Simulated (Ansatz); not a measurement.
H2O on the 1x1 (0001) surface of corundum (cut with top plane Al), one in a 1x1 cell, started at the site 'hollow Al-O-O-O over O at depth 2.3 Å'

Host crystal: corundum, with a band gap (PBE, scalar-relativistic without spin-orbit coupling).

Level of theory: HSE06, at the PBE geometry (plane waves to 420 eV, PAW; Ansatz, an electronic-structure program).

Model: 23-atom slab, 6.7 Å thick at the start under the adsorbate (thin: gaps and levels are the slab's own), 4x4x1 mesh, Fermi-Dirac 0.01 eV, dipole correction, single point; no symmetry held, on the structure that PBE left; no spin, no spin-orbit, no U, no dispersion correction. At the end it is bonded to Al. In PBE it is, or lies within 0.03 eV of, the lowest of the starts that converged; the order may differ at this level.

```yaml
adsorption energy against H2O(g) at the same level: -22.7 kcal/mol
gap_of_the_slab_on_its_k_mesh: 4.72 eV
highest_filled_level_below_the_top_vacuum_level: 5.94 eV
change_of_the_step_from_the_bottom_to_the_top_vacuum_level_against_the_clean_slab: -1.76 eV
height of the binding atom over the mean of the host atoms within 0.3 Å of the top one: 203.7 pm
nearest_host_atoms_of_the_binding_atom: Al at 2.02 Å, O at 2.64 Å, O at 2.71 Å
caution: the clean host was not checked against rearrangement in a larger or rattled cell
note: in the relaxation the adsorbate left its starting site by 0.9 Å
cost: around 16 core-minutes (rough)
```

A negative adsorption energy means that the adsorbate is more stable on the surface than in its reference.
